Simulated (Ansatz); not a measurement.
The reference is Mg2Ge in the anti-fluorite structure (space group Fm-3m, No. 225).

```
CELL_PARAMETERS angstrom
      0.00000     3.18222     3.18222
      3.18222     0.00000     3.18222
      3.18222     3.18222     0.00000
ATOMIC_POSITIONS crystal
  Mg 0.25000 0.25000 0.25000
  Mg 0.75000 0.75000 0.75000
  Ge 0.00000 0.00000 0.00000
```

Cartesian axes are those of the cell as printed.

Calculations: DFT with PBEsol, PAW potentials and a 420 eV plane-wave cutoff in Ansatz (a program for electronic structure), no spin-orbit coupling.

Strains are applied to the cell and any free atomic positions relax.

One change was made to it. Results:

The band gap becomes zero (base: 0.08 eV); the pressure (mean of the normal stresses, compression positive) goes from zero to 1.7 GPa; the energy grows by 7.1 meV/atom.

What was done to the base?
(A) uniaxial strain ε_zz = −1.50 %
(B) uniaxial strain ε_zz = −3.00 %
(C) uniaxial strain ε_zz = −2.50 %

B, uniaxial strain ε_zz = −3.00 %. For comparison, the energy relative to the base in the other runs: uniaxial strain ε_zz = −1.50 % gives +1.7 meV/atom; uniaxial strain ε_zz = −2.50 % gives +4.9 meV/atom.

Stability against distortions was not tested. The final runs are not spin-polarised. The zero or small gap of Mg2Ge can change with the level of theory.
